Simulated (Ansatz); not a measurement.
## Al3Sc: stress against strain

Al3Sc (L1_2, Pm-3m, 16.395 Å³/atom and stress up to 0.01 GPa in the relaxed cell, cube axes along x, y and z) under a strain ε along a cube axis (axis z), the other axes held. LDA in Ansatz, a plane-wave DFT program (PAW, default set), 420 eV, 14×14×14 Γ-centred mesh, Fermi-Dirac smearing 0.10 eV; ions are relaxed, or left where forces stay under 0.02 eV/Å, within the symmetry of each cell. Stress is positive for a compressed cell.

Here s stands for strain and y for stress zz.

| strain (%) | stress zz (GPa) |
|---|---|
| -3.00 | ? |
| -1.20 | 2.47 |
| -0.60 | 1.22 |
| 0.00 | 0.00 |
| 0.60 | -1.18 |
| 1.20 | -2.32 |

Q: Fit y against s with a straight line, and predict the withheld value at s = -3.00.

A: Means: s 0, y 0.038. About the means, the sum of products is -7.1880 and the sum of squares of s is 3.6000; the slope is their ratio. Least squares gives y = 0.038 - 1.9967·s. Residuals (row less fit): 0.036, -0.016, -0.038, -0.020, 0.038; standard error 0.040 (degrees of freedom: 3). The slope gives the elastic constant C11 = about 200 GPa. At the withheld row, y = 0.038 - 1.9967 × (-3.0) = 6.028 GPa. The calculation gives 6.43 GPa, 0.402 GPa above the prediction (4.6 % of the range of y in the table). The row lies outside the fitted rows, so this is an extrapolation. From the scatter of the fitted rows alone, a prediction at this place has a standard error of 0.077 GPa, so the miss is 5.2 times that.

A polynomial of degree 2 through the 10 other runs of the series gives 6.45 there, so most of the miss is curvature that the fit leaves out. In a metal these values are sensitive to mesh and smearing; energies are taken to zero smearing, stresses follow the free energy. The runs aren't spin-polarised. Rows are the converged runs of the series near zero and its far end; series whose fitted rows scatter by over a few per cent of the range, as at a crossing or softening among them, aren't shown in this form, nor equations of state whose B0' disagrees with the runs' pressures. Most that stay on the fit to the last digits aren't either.
